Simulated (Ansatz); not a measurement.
Consider the following.

```xyz
4
Lattice="3.1831 0.0000 0.0000 -1.5915 2.7566 0.0000 0.0000 0.0000 5.1836" Properties=species:S:1:pos:R:3 pbc="T T T"
Ga     1.5915     0.9189     2.5872
Ga     0.0000     1.8378     5.1789
N      1.5915     0.9189     4.5403
N      0.0000     1.8378     1.9485
```

All values below come from r2SCAN with spin-orbit coupling, rigid bands (plane waves, PAW; Ansatz, an electronic-structure program). Cell: cell and atoms relaxed with r2SCAN.

Q: Predict the electron conductivity mass (n e² τ/σ) at 300 K, by direction if it differs.

A: 0.200 (x), 0.200 (y), 0.180 (z) mₑ.

Q: Predict the hole conductivity mass (n e² τ/σ) at 300 K, by direction if it differs.

A: 1.45 (x), 1.45 (y), 1.71 (z) mₑ.

Q: And the band gap?

A: 2.35 eV at this level; semilocal functionals usually fall short of the measured gap.

Rigid bands, one relaxation time for all states, no polarons.
